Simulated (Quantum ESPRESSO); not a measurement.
Pressure against volume in rock-salt PbSe (space group 225) (Quantum ESPRESSO, PBE)

```
CELL_PARAMETERS angstrom
      0.00000     3.00559     3.00559
      3.00559     0.00000     3.00559
      3.00559     3.00559     0.00000
ATOMIC_POSITIONS crystal
  Pb 0.00000 0.00000 0.00000
  Se 0.50000 0.50000 0.50000
```

Method: PBE, GBRV 1.5 ultrasoft (PBE) pseudopotentials (plane waves; Quantum ESPRESSO). Settings: ecutwfc = 52 Ry; ecutrho = 260 Ry; occupations = smearing; smearing = fd; degauss = 0.000734986 Ry; potentials = {Pb: pb_pbe_v1.uspp.F.UPF, Se: se_pbe_v1.uspp.F.UPF}; K_POINTS = automatic 9 9 9 0 0 0; conv_thr = 1e-10 Ry. The cell above is the first row's. The rows scale it uniformly. In all rows fractional positions and the k mesh are held.

```
V (Å^3/atom)  P (GPa)
------------  -------
27.151           5.75
27.741           4.30
28.332           2.99
28.922           1.82
29.512           0.76
30.102          -0.19
30.693          -1.04
31.283          -1.81
31.873              ?
```

The 8 complete rows are fitted with a cubic, P against V. With u = V - 29.2, the rows have u = -2.0490, -1.4590, -0.8680, -0.2780, 0.3120, 0.9020, 1.4930, 2.0830. Least squares gives P = 1.305 - 1.7945·u + 0.1634·u² - 0.00949·u³. Residuals (row less fit): 0.000, 0.000, -0.002, 0.003, -0.001, -0.002, 0.002, 0.000; standard error 0.002 (degrees of freedom: 4). The fitted pressure is zero at V0 = 29.98, where dP/dV = -1.557, so B0 = -V0·dP/dV = 46.7 GPa.

Problem. What does the fit predict for P at V = 31.873, and how far is the calculated value from it?

Solution. u = 2.6730, so P = 1.305 - 1.7945 × 2.6730 + 0.1634 × 2.6730² - 0.00949 × 2.6730³ = -2.505 GPa. The calculation gives -2.50 GPa, 0.005 GPa above the prediction (0.1 % of the range of P in the table). The row lies outside the fitted rows, so this is an extrapolation. From the scatter of the fitted rows alone, a prediction at this place has a standard error of 0.006 GPa, so the miss is 0.8 times that.

Carrying the step between the two nearest rows on in a straight line would have given -2.58, off by 0.08; series whose last step already gives the withheld value aren't shown. The scan was laid around a cell of about the measured size, scaled by a guess for this functional. The runs keep the symmetry of the cell, so they don't test it for distortions. Spin-orbit coupling is off. Cutoffs and mesh are single choices, not tested for convergence of this quantity. Series with a scatter that would blur these digits, or in which a gap closes, are not shown.
